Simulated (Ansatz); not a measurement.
Ansatz (a program for electronic structure) run on MnO2 (P4_2/mnm, 6 atoms in the cell): relaxation of cell and atoms.

Level of theory: LDA (PW92), default PAW files made with PBE (plane waves; Ansatz).

The change in words: atoms on their sites; basis.ecutwfc: 420 eV → 210 eV; relax: default → cell and atoms. Reference geometry:
```
CELL_PARAMETERS angstrom
      4.37800     0.00000     0.00000
      0.00000     4.37800     0.00000
      0.00000     0.00000     2.85565
ATOMIC_POSITIONS crystal
  Mn 0.00000 0.00000 0.01751
  Mn 0.50000 0.50000 0.50000
  O  0.30500 0.30500 0.00000
  O  0.80500 0.19500 0.50000
  O  0.19500 0.80500 0.50000
  O  0.69500 0.69500 0.00000
```
Moments meant for the start (each program seeds them in its own way; μB, in the order of the atoms Mn Mn O O O O): 3.0 -3.0 0.0 0.0 0.0 0.0.

Reference input (self-consistent single point, DFT, LDA (PW92), plane waves, default PAW files made with PBE): basis.ecutwfc = 420 eV; kpoints.mp_grid.grid = 3 3 6; hamiltonian.xc = lda; hamiltonian.pseudopotentials = {kind: paw} (the program's default PAW files); magnetization.spin_polarized = true; scf.occupations.method = fermi_dirac; scf.occupations.width = 0.01 eV. This run's input differs from it in these lines:

Ansatz 0.2 input:
```diff
@@ -6,3 +6,3 @@
   atoms:
-    - { symbol: Mn, position: [0.00000000, 0.00000000, 0.01750900], spin: 3.0 }
+    - { symbol: Mn, position: [0.00000000, 0.00000000, 0.00000000], spin: 3.0 }
     - { symbol: Mn, position: [0.50000000, 0.50000000, 0.50000000], spin: -3.0 }
@@ -13,3 +13,3 @@
 basis:
-  ecutwfc: 420.0 eV
+  ecutwfc: 210.0 eV
 kpoints:
@@ -27,2 +27,4 @@
     width: 0.01 eV
+relax:
+  cell: {}
 output:
```

Output (repeated stretches shortened):

```
   [... SCF lines of the steps left out ...]
relax step   1: F+E_penalty+E_count = -9871.45455404 eV  Δ(F+E_penalty+E_count) = +0.000e0 eV  max|allowed force component| = 4.886e-1 eV/Å  Δτ_max = 0.0000 Å  P = +16.229 GPa  Ω = 54.734 Å³  (12 SCF iters, dr2 threshold 1.00e-7 eV, accepted)
relax step   2: F+E_penalty+E_count = -9867.14314685 eV  Δ(F+E_penalty+E_count) = +4.311e0 eV  max|allowed force component| = 2.291e-1 eV/Å  Δτ_max = 0.0060 Å  P = -28.129 GPa  Ω = 56.489 Å³  energy of the carried Pulay correction = -4.258e0 eV  (11 [...]
   [... lines left out ...]
relax step 119: F+E_penalty+E_count = -9871.55863560 eV  Δ(F+E_penalty+E_count) = +1.759e-2 eV  max|allowed force component| = 2.010e-3 eV/Å  Δτ_max = 0.0003 Å  P = +0.002 GPa  Ω = 56.016 Å³  energy of the carried Pulay correction = -1.099e-1 eV  (5 [...]
relax step 120: F+E_penalty+E_count = -9871.75681799 eV  Δ(F+E_penalty+E_count) = -1.982e-1 eV  max|allowed force component| = 2.471e-2 eV/Å  Δτ_max = 0.0000 Å  P = +0.183 GPa  Ω = 56.016 Å³  stress off target by 2.21e-1 GPa  SCF on the basis [...]
basis re-selected at this cell: Δ(F+E_penalty+E_count) = -1.982e-1 eV, ΔP = +0.182 GPa vs the last step
   [... lines left out ...]
Absolute magnetization: 5.0051 μB (∫|ρ↑−ρ↓|, with the PAW one-centre terms)
Free energy (F): -9871.756818 eV
Fermi energy:    10.424303 eV
Error: variable-cell relaxation did not converge after 120 `relax_step` rows, as none of its last 40 fresh-basis SCF(s) at a relaxed cell met both thresholds with a finite energy. The last misses `relax.f_tol` and `relax.cell.stress_tol`: largest allowed force component 2.47e-2 eV/Å (`relax.f_tol` 1.00e-2 eV/Å), stress off the target on the free part of the cell 2.21e-1 GPa (`relax.cell.stress_tol` 5.00e-2 GPa), F+E_penalty+E_count -9871.75681799 eV. The closest is row 99, whose structure comes with this error. Larger ratio of force or stress to its threshold at each such SCF whose figures are numbers: 179.406, 42.442, 13.611, 31.411, 43.772, 12.043, 14.682, 23.597, 14.741, [...]
   [... lines left out ...]
to start a new deck from the relaxed geometry:
  cell:  # Å, volume = 56.0201 Å³
    - [4.400364823868067, 2.67427298594343e-6, 0.0]
    - [2.67427298594343e-6, 4.400364823868067, 0.0]
    - [0.0, 0.0, 2.8931217701121184]
  atoms:
    - { symbol: Mn, position: [2.599012317218542e-20, 1.6251888435212708e-20, 0.0] }
    - { symbol: Mn, position: [0.5, 0.5, 0.5] }
    - { symbol: O, position: [0.30362648377118545, 0.30362648377118545, 0.0] }
    - { symbol: O, position: [0.8036248070027887, 0.19637519299721162, 0.5] }
    - { symbol: O, position: [0.19637519299721162, 0.8036248070027887, 0.5] }
    - { symbol: O, position: [0.6963735162288152, 0.6963735162288152, 0.0] }
```

The relaxation ended unconverged. 

The starting cell has typed, rounded lattice constants, without a prior relaxation at this level. Its lattice was rescaled by up to half a per cent. The cutoff lies below the one recommended for these files.

Cost on one core of a shared machine: roughly 2 min.
